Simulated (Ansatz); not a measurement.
PBE-D3(BJ) against r2SCAN+rVV10: Ta2N

The reference is Ta2N in the anti-CdI2 type structure (space group P-3m1, No. 164; a = 3.075 Å, c = 4.851 Å).

(Cell as relaxed with PBE-D3(BJ).)

Levels (all Ansatz, a program for electronic structure, PAW): PBE-D3(BJ) (420 eV, scalar-relativistic without spin-orbit coupling); r2SCAN+rVV10 (500 eV, no spin-orbit coupling).

Each level relaxes its own structure.

```json
[
 {"quantity": "volume per atom", "PBE-D3(BJ)": "13.24 Å³", "r2SCAN+rVV10": "13.26 Å³"},
 {"quantity": "lattice parameter a", "PBE-D3(BJ)": "3.075 Å", "r2SCAN+rVV10": "3.067 Å"},
 {"quantity": "lattice parameter c", "PBE-D3(BJ)": "4.851 Å", "r2SCAN+rVV10": "4.884 Å"},
 {"quantity": "band gap", "PBE-D3(BJ)": "zero", "r2SCAN+rVV10": "zero"}
]
```

PBE-D3(BJ)'s volume per atom lies 0.02 Å³ below r2SCAN+rVV10's (0.2 %); PBE-D3(BJ)'s lattice parameter a lies 0.008 Å above r2SCAN+rVV10's (0.3 %); PBE-D3(BJ)'s lattice parameter c lies 0.0336 Å below r2SCAN+rVV10's (0.7 %); the two agree on the band gap. Neither level is exact; r2SCAN+rVV10 is the comparison here, not a measurement.

Stability against distortions was not tested. The final runs are not spin-polarised. An odd electron count without spin: Ta2N.
